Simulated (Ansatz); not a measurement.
What isotropic strain +5.32 % does to Be3N2

Take Be3N2 (space group R3m, No. 160; a = 2.8351 Å, c = 14.5572 Å (hexagonal axes); a cell from a computed database, its experimental status unchecked) as the base.

Now apply this change: an isotropic linear strain of +5.32 %; the atoms relax in the strained cell.

The values are results of PBEsol (Ansatz, an electronic-structure program, PAW, no spin-orbit coupling), not measurements. Γ-centred 13×13×13 mesh, Fermi–Dirac width 0.05 eV.

```json
[
 {"quantity": "space group", "base": "R3m (No. 160)", "changed": "R3m (No. 160)", "shift": "–"},
 {"quantity": "shortest interatomic distance", "base": "1.646 Å", "changed": "1.731 Å", "shift": "+0.085 Å"},
 {"quantity": "energy relative to the base (free energy F)", "base": "0 meV/atom", "changed": "+102 meV/atom", "shift": "+102 meV/atom"},
 {"quantity": "band gap", "base": "2.66 eV", "changed": "2.55 eV", "shift": "-0.11 eV"},
 {"quantity": "gap character", "base": "indirect, Γ → F", "changed": "indirect, Γ → F", "shift": "–"},
 {"quantity": "width of the top valence band", "base": "2.21 eV", "changed": "1.92 eV", "shift": "-0.29 eV"},
 {"quantity": "valence-band top at Γ (three highest levels, from the VBM)", "base": "0.00, 0.00, -0.45 eV", "changed": "0.00, 0.00, -0.37 eV", "shift": "–"}
]
```

Final structure:

```
CELL_PARAMETERS angstrom
      1.49295     0.86195     5.11056
     -1.49295     0.86195     5.11056
      0.00000    -1.72391     5.11056
ATOMIC_POSITIONS crystal
  Be 0.14029 0.14029 0.14029
  Be 0.68335 0.68335 0.68335
  Be 0.91081 0.91081 0.91081
  N  0.79626 0.79626 0.79626
  N  0.29120 0.29120 0.29120
```

Cost of the whole job for the changed cell (relaxation, final SCF and bands): very roughly 60 core-seconds.

Gaps are read on the SCF mesh and a high-symmetry path. Whether these cells are dynamically stable was not tested.
